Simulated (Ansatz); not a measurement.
Cell and atoms of amorphous Ge24Se36:

```xyz
60
Lattice="13.3269 0.0516 -0.3224 0.0516 11.2402 -0.3909 -0.3224 -0.3909 12.0003" Properties=species:S:1:pos:R:3 pbc="T T T"
Ge     5.3233     5.2042     5.6824
Ge     2.0778     2.4224     0.5017
Ge    12.0016     0.3816     9.0994
Ge    12.7015     0.1977     2.1431
Ge     1.7690     5.8401     3.4410
Ge    10.7138     6.4920    10.4461
Ge     7.5894     2.6756     5.9761
Ge    10.5810     1.3450     4.7114
Ge     0.5705    10.9522     6.6572
Ge     4.6516     4.3752    11.3835
Ge     7.7053     6.6383    -0.0673
Ge     4.7196     3.3328     8.1289
Ge    12.2860     6.4048     4.6059
Ge     3.4836     8.3550     6.8505
Ge     3.6480     0.2084     9.2681
Ge     3.2220    10.7286     2.2213
Ge     9.1677     5.8311     5.8935
Ge    12.1078     3.8360    11.2364
Ge     5.5058     1.4792     1.4330
Ge     8.0528    10.7623     2.1403
Ge     3.1235     8.1598    10.1496
Ge     9.6343     9.6300    10.7615
Ge     8.1937     7.5861     2.8747
Ge    10.0526     9.3021     5.9213
Se    10.0741     2.9893     6.3699
Se     4.3275     3.6557     1.4687
Se     4.9198     0.9845     3.6595
Se    11.0953     2.1001     2.5340
Se     9.8149    10.8374     8.2970
Se     4.9714     9.1465     8.6387
Se    11.4189     7.2338     6.7297
Se     5.7921     1.2694     8.6387
Se     6.2166     5.2154     7.9324
Se     2.9950     3.6906     9.7769
Se     1.0475     4.7652     0.8403
Se     6.9408     3.9248    10.9692
Se     8.3264     0.3523     4.8636
Se     5.0849     7.1319    -0.1968
Se     1.5347     1.4679     2.8390
Se    11.9470     1.3357    11.3506
Se    10.6006     5.4118     0.3137
Se     7.0776     4.5545     4.1845
Se     2.1775     6.8981     8.1281
Se     4.2137    11.2436    -0.2894
Se     0.5927     4.6724     5.2700
Se    11.9054     8.4726    10.9531
Se     7.8846     8.0666     5.4683
Se     8.5706     7.4063     9.7592
Se     9.9443     9.3172     2.0046
Se    11.9357     4.9190     9.0635
Se    10.2478     5.6832     3.6106
Se     2.8131    10.5343     5.8385
Se     3.7627     3.3763     5.9455
Se     7.8690     1.4914     1.0968
Se    12.3431    10.6671     4.4235
Se     4.2939     7.2640     4.8480
Se     6.3018     9.2254     2.0063
Se     0.2196     7.7932     3.5073
Se    -0.1170     1.8572     7.9571
Se     0.1338     9.6351     8.6446
```

The numbers are results of PBE, scalar-relativistic without spin-orbit coupling, PAW (Ansatz default set, large-core Se) (plane waves to 420 eV; Ansatz, an electronic-structure program), not measurements.

A CHGNet melt-quench gave the starting glass, which DFT then relaxed. The hot cell started wider than the set density and was brought back towards it in steps. It is the lowest in DFT energy of 4 quenches. It is a model cell: composition and starting density were chosen by hand, and all elements were melted together. No dispersion term was used. Its density started from a set value of 4.24 and ended at 4.24 g/cm³. The quench (nominally 60 K/ps over its main leg) was far faster than any real one, so the model tends to hold more defects than a real film. A cell of this size samples the disorder only roughly. The volume was held where the preparation left it and the shape relaxed, at a PBE pressure of 0.2 GPa.

Bonds are counted up to Ge-Ge 2.85 Å, Ge-Se 2.96 Å, Se-Se 2.76 Å.

Q: Give the coordination numbers, mean bond lengths and angles.

A: 
```
Property                                               Result
-----------------------  ------------------------------------
Mean coordination of Ge           3.54 (11 with 3, 13 with 4)
Mean coordination of Se           2.36 (23 with 2, 13 with 3)
Mean Ge-Se bond          2.518 Å (spread 0.142 Å, 85 counted)
Bond angle at Ge                    mean 105.4°, spread 12.5°
Bond angle at Se                     mean 95.8°, spread 16.7°
```

Q: List the pairs of like atoms that count as bonded by the rules above.

A: There are none by these rules.
